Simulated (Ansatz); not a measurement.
Start from W in the bcc (W type) structure (space group Im-3m, No. 229; relaxed with 0.1 eV smearing).

```
W
1.0
   -1.58470     1.58470     1.58470
    1.58470    -1.58470     1.58470
    1.58470     1.58470    -1.58470
W
1
Direct
  0.00000   0.00000   0.00000
```

Cartesian axes are those of the cell as printed.

Computed with r2SCAN (Ansatz, a first-principles code), no spin-orbit coupling, earlier PAW set.

Strains are applied to the cell and any free atomic positions relax; under biaxial strain the out-of-plane vector relaxes too; under stress the whole cell relaxes.

One change was made to it. Results:

```csv
quantity,base,after
shortest interatomic distance,2.745 Å,2.799 Å
energy relative to the base (free energy F),0 meV/atom,+81 meV/atom
```

Task: Which of these changes matches the shifts?
A. biaxial strain +0.25 %, plane normal [001], relaxed out of plane
B. uniaxial strain ε_yy = +5.82 %
C. uniaxial stress, 8 GPa compression along z
D. isotropic strain −0.70 %

Result: B, uniaxial strain ε_yy = +5.82 %. For comparison, the energy relative to the base in the other runs: isotropic strain −0.70 % gives +7.2 meV/atom; uniaxial stress, 8 GPa compression along z gives +6.9 meV/atom; biaxial strain +0.25 %, plane normal [001], relaxed out of plane gives +0.4 meV/atom.

Beyond what the load breaks, stability against distortions was not tested. The final runs are not spin-polarised.
